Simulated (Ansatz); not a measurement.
S on the 1x1 (0001) surface of hcp Ru, one in a 3x3 cell, energies for each (57.7 Å²). Energies are against ⅛ S8(g), without zero-point or thermal terms; each row is named by its start.

Method: PBE (plane waves to 420 eV, PAW; Ansatz, a quantum-chemistry and plane-wave program).

Question: Which site binds most strongly?
A) hollow Ru-Ru-Ru over Ru at depth 2.1 Å
B) hollow Ru-Ru-Ru
C) top Ru

Answer: A, hollow Ru-Ru-Ru over Ru at depth 2.1 Å. Adsorption energies: hollow Ru-Ru-Ru over Ru at depth 2.1 Å -2.71 eV; hollow Ru-Ru-Ru -2.57 eV; top Ru -0.96 eV.
